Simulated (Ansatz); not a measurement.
The starting structures come from a database of crystals and need not be the phases stable at ambient conditions.

Inside the gap of an insulator the Bloch states are evanescent, with a wavenumber k + iκ along the transport direction.

Input:

```yaml
crystal:
  lattice:
    - [4.83215, 0.00000, 0.00000]
    - [0.00000, 7.60545, 0.00000]
    - [0.00000, 0.00000, 9.02186]
  atoms:
    - { symbol: Ca, position: [0.25000, 0.34566, 0.07507] }
    - { symbol: Ca, position: [0.75000, 0.65434, 0.92493] }
    - { symbol: Ca, position: [0.75000, 0.15434, 0.57507] }
    - { symbol: Ca, position: [0.25000, 0.84566, 0.42493] }
    - { symbol: Ca, position: [0.75000, 0.01909, 0.17859] }
    - { symbol: Ca, position: [0.25000, 0.98091, 0.82141] }
    - { symbol: Ca, position: [0.25000, 0.48091, 0.67859] }
    - { symbol: Ca, position: [0.75000, 0.51909, 0.32141] }
    - { symbol: Si, position: [0.75000, 0.75305, 0.60401] }
    - { symbol: Si, position: [0.25000, 0.24695, 0.39599] }
    - { symbol: Si, position: [0.25000, 0.74695, 0.10401] }
    - { symbol: Si, position: [0.75000, 0.25305, 0.89599] }
```

Space group of this cell: Pnma. The cell is taken as given.

Transport runs along the normal of the first two printed cell vectors.

The gap is the functional's own. No spin-orbit coupling. Mid-gap values are interpolated on the energy grid.

Task: Give the band gap and the smallest decay constant κ at mid-gap that r2SCAN (Ansatz, a program for electronic structure) yields.

Result: Gap 0.50 eV on a 6×4×4 mesh; κ = 0.155 1/Å, at (0.500, 0.000) of the in-plane reciprocal vectors. At the zone centre, at the nearest computed energy, the slowest state has κ = 0.19 1/Å.
